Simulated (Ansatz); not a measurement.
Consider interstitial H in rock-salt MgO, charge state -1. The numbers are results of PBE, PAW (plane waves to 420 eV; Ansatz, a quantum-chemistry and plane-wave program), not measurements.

64-site cell at the relaxed PBE lattice, the Γ point alone, smearing 0.01 eV, spin-restricted, no finite-size correction. Static, classical nuclei. The charge state is imposed; whether it is stable for some Fermi level was not computed. Sites that were not tried may lie lower.

Barriers: single points on a 2×2×2 k-point mesh shifted by half a step at the bands' geometries.

The step: a direct jump of one H atom; the atom moves 2.13 Å along (-0.50, 0.00, 0.00) of the unit cell; the moving atom starts with neighbours 4 Mg at 1.80; 4 O at 2.10 Å and ends with 4 Mg at 1.80; 4 O at 2.10 Å.

Task: What migration barrier of this step does PBE, PAW give?

Result: 0.88 eV, the same both ways. At the saddle the moving atom has neighbours 2 Mg at 1.65; 2 O at 1.95 Å. The program found a first-order saddle point.
